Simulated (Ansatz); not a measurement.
**A computed series for B13C2: pressure series**

Consider B₁₃C₂ (space group R-3m, No. 166; a = 5.6346 Å, c = 12.0568 Å (hexagonal axes); a cell from a computed database, its experimental status unchecked).

Cell and atoms are relaxed at each pressure.

Computed with plane-wave PAW DFT at the PBEsol level (Ansatz, a quantum-chemistry and plane-wave program, 420 eV), no spin-orbit coupling.

Notes on the quantities. enthalpy: H = E + PV relative to the base's energy.

```csv
case,lattice parameter a,enthalpy
base,563.5 pm,–
pressure −2 GPa,565.0 pm,-0.09 eV/atom
pressure −1 GPa,564.2 pm,-0.05 eV/atom
pressure 0.3 GPa,563.2 pm,+0.01 eV/atom
pressure 0.7 GPa,562.9 pm,+0.03 eV/atom
pressure 1.5 GPa,562.4 pm,+0.07 eV/atom
pressure 3 GPa,561.3 pm,+0.14 eV/atom
pressure 5 GPa,559.9 pm,+0.23 eV/atom
pressure 7.5 GPa,558.2 pm,+0.34 eV/atom
pressure 10 GPa,556.6 pm,+0.45 eV/atom
```

Load acts through the strain it causes; cell and atoms are relaxed under it. Whether these cells are dynamically stable was not tested. No other phases were tried under pressure. The final runs are not spin-polarised. An odd electron count without spin: B13C2.
